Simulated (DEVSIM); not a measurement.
Structure: Al/Al2O3/SiO2/p-Si capacitor, at 300 K.

Layer 1 from the left is Al2O3, thickness (nm) 15.0. Layer 2 from the left is SiO2, thickness (nm) 0.540. Layer 3 from the left is Si, thickness (nm) 12000, Na (cm⁻³) 1.2e14.

Metal gate on the left, work function 4.1 eV. Fixed charge at the semiconductor interface 0 cm⁻² (in units of +e); no interface traps.

Constants are typed, rounded textbook-type inputs, not results; the design itself was drawn at random and stands for no fabricated device. Values at 300 K.

Al2O3: gap (eV) 6.8, affinity (eV) 1.35, permittivity 9. SiO2: gap (eV) 9, affinity (eV) 0.9, permittivity 3.9. Si: gap (eV) 1.124, affinity (eV) 4.05, permittivity 11.7, Nc (cm⁻³) 2.86e19, Nv (cm⁻³) 3.1e19.

DEVSIM, 1D Poisson equation in equilibrium, Boltzmann statistics, complete ionisation; no quantum confinement or tunnelling. Metal contacts follow the ideal Schottky-Mott rule: no Fermi-level pinning, no interface dipoles.

### Question
What does the simulation give for the flat-band voltage?

### Answer
flat-band voltage -0.75 V.
